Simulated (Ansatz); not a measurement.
The reference is BN in the zinc blende structure (space group F-43m, No. 216).

```xyz
2
Lattice="0.0000 1.8124 1.8124 1.8124 0.0000 1.8124 1.8124 1.8124 0.0000" Properties=species:S:1:pos:R:3 pbc="T T T"
N      2.7185     2.7185     2.7185
B      0.0000     0.0000     0.0000
```

Cartesian axes are those of the cell as printed.

The values are results of PBE (Ansatz, a first-principles code, PAW, scalar-relativistic without spin-orbit coupling), not measurements.

For the base:

The smallest direct gap is 8.79 eV, the band gap comes out as 4.46 eV and the pressure is -0.01 GPa.

The change: biaxial strain −0.14 %, plane normal [110], relaxed out of plane (Cartesian); in-plane vectors clamped, the third vector and the atoms free.

### Question
What happens to the smallest direct gap?

### Answer
The smallest direct gap drops by 0.01 eV, from 8.79 eV to 8.78 eV.

### Question
How does this affect the band gap?

### Answer
The band gap shrinks by 0.01 eV, from 4.46 eV to 4.45 eV.

### Question
Predict the new pressure.

### Answer
The pressure (mean of the normal stresses, compression positive) grows by 0.93 GPa, from -0.01 GPa to 0.92 GPa.

### Question
How does this affect the out-of-plane strain?

### Answer
The out-of-plane strain amounts to +0.03 %.

Stability against distortions was not tested.
